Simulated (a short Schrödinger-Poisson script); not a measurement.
## MOS inversion layer, Al2O3 on p-type In0.53Ga0.47As

Stack: MOS inversion layer, Al2O3 on p-type In0.53Ga0.47As, at 300 K.

| layer | material | thickness (nm) | Na (cm⁻³) |
|---|---|---|---|
| 1 | Al2O3 | 2.2 | - |
| 2 | In0.53Ga0.47As | 1400 | 7.6e16 |

Constants are typed, rounded textbook-type inputs, not results; the design itself was drawn at random and stands for no fabricated device. Al2O3: permittivity 9, conduction-band edge (eV) 3.16, gap (eV) 6.8, electron mass (mₑ) 0.3. In0.53Ga0.47As: permittivity 13.9, conduction-band edge (eV) 0, gap (eV) 0.74, Nv at 300 K (cm⁻³) 7.7e18.

Channel valleys (confinement mass, in-plane density-of-states mass, number): Γ 0.041, 0.041, 1. At the gate the conduction-band edge of layer 1 lies 3.18 eV − eVg above the Fermi level of the channel; the field vanishes at the back. Gaps are held at their typed values at every temperature. Mesh 0.03 nm at interfaces.

From a short Schrödinger-Poisson script (our own, NumPy): 1D Poisson equation in equilibrium, electrons quantum, Hartree (BenDaniel-Duke, 12 states a valley, the channel's in-plane mass for all, wave functions free to enter the dielectric), parabolic valleys, classical holes, full ionisation, no traps, pinning or gate leakage.

| Vg (V) | electrons (cm⁻²) | C (μF/cm²) | Γ E0 (meV) | Γ E1 (meV) |
|---|---|---|---|---|
| -0.2 | 1.54e6 | 0.141 | 327.5 | 391.0 |
| -0.15 | 8.52e6 | 0.133 | 282.9 | 349.9 |
| -0.1 | 4.81e7 | 0.126 | 237.9 | 308.1 |
| -0.05 | 2.75e8 | 0.121 | 192.6 | 265.8 |
| 0 | 1.58e9 | 0.122 | 147.1 | 223.0 |
| 0.05 | 8.98e9 | 0.155 | 101.9 | 180.5 |
| 0.1 | 4.53e10 | 0.307 | 58.9 | 140.2 |
| 0.15 | 1.62e11 | 0.611 | 22.6 | 107.1 |
| 0.2 | 3.80e11 | 0.873 | -5.9 | 82.5 |
| 0.25 | 6.67e11 | 1.03 | -29.5 | 63.4 |
| 0.3 | 9.96e11 | 1.13 | -50.5 | 47.2 |
| 0.35 | 1.35e12 | 1.20 | -70.3 | 32.7 |
| 0.4 | 1.73e12 | 1.25 | -89.3 | 19.5 |
| 0.45 | 2.12e12 | 1.30 | -107.8 | 7.3 |
| 0.5 | 2.53e12 | 1.34 | -125.8 | -3.9 |
| 0.55 | 2.95e12 | 1.37 | -143.5 | -14.5 |
| 0.6 | 3.38e12 | 1.40 | -161.0 | -24.6 |
| 0.65 | 3.82e12 | 1.43 | -178.4 | -34.3 |
| 0.7 | 4.26e12 | 1.45 | -195.7 | -43.7 |
| 0.75 | 4.72e12 | 1.48 | -212.8 | -52.9 |

Gate voltages with under 1e6 electrons/cm² are left out.

Subbands count from the Fermi level.

Above a few 1e12 electrons/cm² a light Γ valley is non-parabolic and upper valleys begin to fill, which the model leaves out.
